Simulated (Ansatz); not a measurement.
System: SiC (model structure, started from the rocksalt type, Fm-3m, No. 225, 2 atoms in the cell). Method: LDA (PAW; Ansatz, a quantum-chemistry and plane-wave program).

Run with plane-wave cutoff 520 eV, 24×24×24 k mesh, Fermi–Dirac smearing 0.05 eV, scalar-relativistic PAW data made under PBE.

Cell (relaxed at this level):

```cif
data_C4Si4
_chemical_formula_sum 'C4 Si4'
_space_group_name_H-M_alt 'Fm-3m'
_space_group_IT_number 225
_space_group_name_Hall '-F 4 2 3'
_cell_length_a 4.00618
_cell_length_b 4.00618
_cell_length_c 4.00618
_cell_angle_alpha 90.000
_cell_angle_beta 90.000
_cell_angle_gamma 90.000
loop_
_atom_site_label
_atom_site_type_symbol
_atom_site_symmetry_multiplicity
_atom_site_Wyckoff_symbol
_atom_site_fract_x
_atom_site_fract_y
_atom_site_fract_z
_atom_site_occupancy
C1 C 4 a 0.00000 0.00000 0.00000 1
Si1 Si 4 b 0.50000 0.50000 0.50000 1
```
(The calculation used a cell of 2 atoms; values per cell refer to that cell.)

Question: Give the computed bulk modulus B0.

Answer: 
- bulk modulus B0: 267 GPa

The run finds no gap.

Note: the bulk modulus is −V dP/dV from two relaxed cells at ±2 % in volume; the relaxation could raise the start's symmetry but not lower it, so the cell can be a saddle point.

Computed values are for the static lattice.

Computing time: around 23 core-seconds (rough).

A model structure was made by putting elements into a prototype or built by hand; it is no filed structure, need not be a known phase, and can be a saddle point held by its symmetry.
